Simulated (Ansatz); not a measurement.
## How the equilibrium volume per atom of ReS₂ (model structure, from the CdCl2 type, R-3m, No. 166) moves with the method

No measured value is used here.

```csv
level (code),value (Å³/atom)
PBE (Ansatz),19.81
PBEsol (Ansatz),16.74
PBE-D3(BJ) (Ansatz),16.44
```

Density-functional levels without +SOC have no spin–orbit coupling. PBE, PBEsol, PBE-D3(BJ): the run has no spin polarisation, so it can have missed a magnetic state. Ansatz's density-functional and Hartree–Fock values are scalar-relativistic unless marked +SOC, with PAW data made under PBE.

A model structure was made by putting elements into a prototype or built by hand; it is no filed structure, need not be a known phase, and can be a saddle point held by its symmetry.

Ansatz is a program for electronic structure.
